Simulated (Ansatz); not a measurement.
## Ag, response to strain

The reference is Ag in the fcc (Cu type) structure (space group Fm-3m, No. 225; a = 4.0538 Å; relaxed with 0.1 eV smearing).

Strains are applied to the cell and any free atomic positions relax.

The values are results of Ansatz (an electronic-structure program), PBEsol, PAW, cutoff 420 eV, without spin-orbit coupling, not measurements.

```
isotropic strain (%)  pressure (GPa)
--------------------  --------------
-3                              14.1
-2.5                            11.2
-2                                 ?
-1.5                             6.1
-1                               3.9
-0.5                             1.9
0                                0.0
1                               -3.3
2                               -6.0
```

Fit P = P₀ − Bδ + Cδ² with δ = (1 + ε)³ − 1 to the rows shown and predict the withheld row.

Least squares on the printed values gives P₀ = -0.1 GPa, B = 123 GPa, C = 441 GPa (largest residual 0.1 GPa); this predicts 8.7 GPa, and the run gives 8.6 GPa, in agreement.

Whether these cells are dynamically stable was not tested.
